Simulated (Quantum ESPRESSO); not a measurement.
Worked example: self-consistent single point of TiSi (Cmmm, 2 atoms in the cell) in Quantum ESPRESSO.

Method of the run: LDA (PZ), GBRV 1.5 ultrasoft (LDA) pseudopotentials (plane waves; Quantum ESPRESSO).

```xyz
2
Lattice="1.8162 2.1176 0.0000 -1.8162 2.1176 0.0000 0.0000 0.0000 3.8039" Properties=species:S:1:pos:R:3 pbc="T T T"
Ti    -1.8162     0.0000     0.0000
Si     0.0000     0.0000    -1.9020
```

Reference input (self-consistent single point, DFT, LDA (PZ), plane waves, GBRV 1.5 ultrasoft (LDA) pseudopotentials): ecutwfc = 50 Ry; ecutrho = 400 Ry; occupations = smearing; smearing = methfessel-paxton; degauss = 0.0073499 Ry; potentials = {Ti: ti_lda_v1.4.uspp.F.UPF, Si: si_lda_v1.uspp.F.UPF}; K_POINTS = automatic 8 8 6 0 0 0; conv_thr = 1e-10 Ry. This run's input differs from it in these lines:

```diff
@@ -19,3 +19,3 @@
  smearing = 'methfessel-paxton'
- degauss = 0.0073499
+ degauss = 0.02205
 /
@@ -31,3 +31,3 @@
 K_POINTS automatic
-8 8 6  0 0 0
+10 10 7  0 0 0
```

The program printed (abridged):

```
     Self-consistent Calculation

     iteration #  1     ecut=    50.00 Ry     beta= 0.70

---- Real-time Memory Report at c_bands before calling an iterative solver
           126 MiB given to the printing process from OS
            49 MiB allocation reported by mallinfo(arena+hblkhd)
------------------

     negative rho (up, down):  6.245E-04 0.000E+00

     total energy              =    -128.80775887 Ry
     estimated scf accuracy    <       0.31948598 Ry

     iteration #  2     ecut=    50.00 Ry     beta= 0.70

---- Real-time Memory Report at c_bands before calling an iterative solver
   [... lines left out ...]
           157 MiB given to the printing process from OS
            59 MiB allocation reported by mallinfo(arena+hblkhd)
------------------

     negative rho (up, down):  4.290E-04 0.000E+00

     total energy              =    -128.95961721 Ry
     estimated scf accuracy    <          1.5E-09 Ry

     iteration # 10     ecut=    50.00 Ry     beta= 0.70

---- Real-time Memory Report at c_bands before calling an iterative solver
           157 MiB given to the printing process from OS
            59 MiB allocation reported by mallinfo(arena+hblkhd)
------------------

     negative rho (up, down):  4.290E-04 0.000E+00
     End of self-consistent calculation

     the Fermi energy is    13.0413 ev

!    total energy              =    -128.95961721 Ry
     estimated scf accuracy    <          3.0E-11 Ry
     smearing contrib. (-TS)   =       0.00024785 Ry
     internal energy E=F+TS    =    -128.95986506 Ry

     convergence has been achieved in  10 iterations

     negative rho (up, down):  4.290E-04 0.000E+00

     Forces acting on atoms (cartesian axes, Ry/au):

     atom    1 type  1   force =     0.00000000    0.00000000    0.00000000
     atom    2 type  2   force =     0.00000000    0.00000000    0.00000000

     Total force =     0.000000     Total SCF correction =     0.000000

     negative rho (up, down):  4.290E-04 0.000E+00
          total   stress  (Ry/bohr**3)                   (kbar)     P=      -78.64
  -0.00057479   0.00000000   0.00000000          -84.55        0.00        0.00
   0.00000000  -0.00052094   0.00000000            0.00      -76.63        0.00
   0.00000000   0.00000000  -0.00050805            0.00        0.00      -74.74

   JOB DONE.
```

The run converged in 10 iterations. Against the reference run the free energy falls by 4.0 meV/atom and the pressure goes from -7.65 to -7.86 GPa.

The starting cell comes from a database of computed structures (which also holds hypothetical and non-ambient phases and stackings), without a prior relaxation at this level. Spin polarisation is off. With a pressure of about -8 GPa the cell is away from its equilibrium volume at this level.

Cost on one core of a shared machine: roughly 40 s.
